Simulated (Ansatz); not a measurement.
Results of PBEsol in Ansatz (PAW) for Te3As2 (model structure, R-3m, No. 166, 5 atoms in the cell).

Run with plane-wave cutoff 520 eV, 16×16×16 k mesh, Fermi–Dirac smearing 0.05 eV, scalar-relativistic PAW data made under PBE.

Cell (relaxed with PBEsol):

```cif
data_As6Te9
_chemical_formula_sum 'As6 Te9'
_space_group_name_H-M_alt 'R-3m :H'
_space_group_IT_number 166
_space_group_name_Hall '-R 3 2"'
_cell_length_a 4.04390
_cell_length_b 4.04390
_cell_length_c 28.61850
_cell_angle_alpha 90.000
_cell_angle_beta 90.000
_cell_angle_gamma 120.000
loop_
_atom_site_label
_atom_site_type_symbol
_atom_site_symmetry_multiplicity
_atom_site_Wyckoff_symbol
_atom_site_fract_x
_atom_site_fract_y
_atom_site_fract_z
_atom_site_occupancy
As1 As 6 c 0.00000 0.00000 0.39680 1
Te1 Te 3 a 0.00000 0.00000 0.00000 1
Te2 Te 6 c 0.00000 0.00000 0.21422 1
```
(The calculation used a cell of 5 atoms; values per cell refer to that cell.)

Problem. Predict the band gap.

Solution. 
- band gap: 0.20 eV (on the SCF k mesh)

Note: the relaxation could raise the start's symmetry but not lower it, so the cell can be a saddle point.

Spin–orbit coupling is not included; it can close the smallest gap of 0.20 eV.

Computed values are for the static lattice.

A model structure was made by putting elements into a prototype or built by hand; it is no filed structure, need not be a known phase, and can be a saddle point held by its symmetry.

Ansatz is an electronic-structure program.
